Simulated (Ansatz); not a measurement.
Consider the following.

```
O2Si
1.0
    4.99265     0.00000     0.00000
    0.00000     4.99265     0.00000
    0.00000     0.00000     7.14195
Si O
4 8
Direct
  0.30134   0.30134   0.50000
  0.19866   0.80134   0.75000
  0.69866   0.69866   0.00000
  0.80134   0.19866   0.25000
  0.10643   0.23861   0.32011
  0.26139   0.60643   0.57011
  0.89357   0.76139   0.82011
  0.73861   0.39357   0.07011
  0.60643   0.26139   0.42989
  0.76139   0.89357   0.17989
  0.39357   0.73861   0.92989
  0.23861   0.10643   0.67989
```

Space group of this cell: P4_12_12. The cell is strained (lengths along the current scaled by 1.03, ions clamped); by r2SCAN its mean pressure is -4.8 GPa.

Transport runs along the normal of the first two printed cell vectors, the (001) (indices of the unstrained crystal) plane of the conventional cell.

No gap correction and no spin-orbit coupling; mid-gap values are interpolated between computed energies.

Problem. Estimate the band gap and the smallest decay constant κ at mid-gap that r2SCAN run with Ansatz (a quantum-chemistry and plane-wave program) returns for this system.

Solution. Gap 6.17 eV on a 6×6×4 mesh; κ = 0.533 1/Å, at the zone centre.
